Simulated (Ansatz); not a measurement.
Worked example: self-consistent single point of a (001) slab of SrIn2 (cut from a parent of space group no. 194; 6 atoms in the cell) in Ansatz (an electronic-structure program).

Method: LDA (PW92), default PAW files made with PBE (plane waves; Ansatz).

The change in words: vacuum of 8 angstrom (first run: 14 Å); efield.axis: default → 3; efield.dipole_correction: default → true. Reference geometry:
```xyz
6
Lattice="5.0697 0.0000 0.0000 -2.5348 4.3905 0.0000 0.0000 0.0000 21.3972" Properties=species:S:1:pos:R:3 pbc="T T T"
Sr     0.0000     0.0000    12.7376
Sr     0.0000     0.0000     8.6597
In     0.0000     2.9270    14.3972
In     2.5348     1.4635     7.0000
In     2.5348     1.4635    10.3193
In     0.0000     2.9270    11.0780
```

Reference input (self-consistent single point, DFT, LDA (PW92), plane waves, default PAW files made with PBE): basis.ecutwfc = 30.9 Ry; kpoints.mp_grid.grid = 7 7 1; hamiltonian.xc = lda; hamiltonian.pseudopotentials = {kind: paw} (the program's default PAW files); scf.occupations.method = gaussian; scf.occupations.width = 0.0073 Ry. This run's input differs from it in these lines:

Ansatz 0.2 input:
```diff
@@ -4,10 +4,10 @@
     - [-2.53483600, 4.39046500, 0.00000000]
-    - [0.00000000, 0.00000000, 21.39718500]
+    - [0.00000000, 0.00000000, 15.39717800]
   atoms:
-    - { symbol: Sr, position: [0.00000000, 0.00000000, 0.59529300] }
-    - { symbol: Sr, position: [0.00000000, 0.00000000, 0.40471200] }
-    - { symbol: In, position: [0.33333300, 0.66666700, 0.67285400] }
-    - { symbol: In, position: [0.66666700, 0.33333300, 0.32714600] }
-    - { symbol: In, position: [0.66666700, 0.33333300, 0.48227400] }
-    - { symbol: In, position: [0.33333300, 0.66666700, 0.51773100] }
+    - { symbol: Sr, position: [0.00000000, 0.00000000, 0.63242700] }
+    - { symbol: Sr, position: [0.00000000, 0.00000000, 0.36758000] }
+    - { symbol: In, position: [0.33333300, 0.66666700, 0.74021200] }
+    - { symbol: In, position: [0.66666700, 0.33333300, 0.25978800] }
+    - { symbol: In, position: [0.66666700, 0.33333300, 0.47536600] }
+    - { symbol: In, position: [0.33333300, 0.66666700, 0.52464000] }
 basis:
@@ -21,2 +21,5 @@
     kind: paw
+efield:
+  axis: 3
+  dipole_correction: true
 scf:
@@ -28,3 +31,2 @@
   eigenvalues: true
-  stress: true
```

The program printed (abridged):

```
SCF iter   1: F=—  HF=-28716.641543 eV  |F-HF|=—  |Δ(HF+E_count)|=         —  Δρ=4.59e-3  dr2=4.32e-2  ethr=1.77e-3  p=-0.000 e·Å  D=-3.68e-6 V/Å  ΔV_dip=0.00 eV  dr2_dipole=5.59e-9  V_vac-E_F(+/−)=4.15/4.17 eV  ⟨swp⟩=10.6  Hψ=1940  notcnv=0
all-band conjugate gradients solve this SCF's bands
efield: sawtooth ramp at fractional position 0.9500 (placed from the atoms, in the widest stretch of the axis that holds none …
   [... lines left out ...]
WARN: efield: at this solve's end the planar-averaged density reaches 2.82e-3 e/Å³ inside the ramp window [0.8851, 0.1149] (bound 1e-5 e/Å³) …
SCF 1 converged in 8 iterations: F = -28716.632827 eV  dr2 = 3.02e-8
Free energy (F): -28716.632827 eV
Internal energy: -28716.604426 eV  (E = F + TS)
E sigma→0 (E₀):  -28716.618626 eV
Entropy (-TS):   -0.028401 eV (-4.734 meV/atom)
Fermi energy:    2.769936 eV
Dipole field:    D = -0.000005 V/Å  (p = -0.000010 e·Å, saw-weighted, corrected)
Work function:   Φ+ = withheld (plateau slope 3.6e-1 eV/Å)   Φ− = withheld (plateau slope 2.6e-1 eV/Å)
Levels:          The Fermi level and band energies are counted from a zero that moves with the ramp; work functions are not
Vacuum region:   at the solve's end the planar-averaged density reaches 2.82e-3 e/Å³ inside the ramp window [0.8851, 0.1149] (bound 1e-5 e/Å³)
--- Forces (eV/Å), atoms counted from 1 ---
  atom   1  Sr     0.00000000    -0.00000000    -0.12343761
  atom   2  Sr     0.00000000     0.00000000     0.12334446
  atom   3  In    -0.00000000     0.00000000    -0.16939602
  atom   4  In     0.00000000    -0.00000000     0.16950792
  atom   5  In     0.00000000     0.00000000    -0.01227014
  atom   6  In     0.00000000    -0.00000000     0.01225228
```

The run converged in 8 iterations. Against the reference run the free energy stays essentially unchanged (within 1 meV/atom) and the largest force goes from 0.175 to 0.170 eV/Å.

The starting cell comes from a database of computed structures (which also holds hypothetical and non-ambient phases and stackings), without a prior relaxation at this level. The slab is cut from that crystal, and its faces are unrelaxed. Its lattice was rescaled by up to half a per cent.
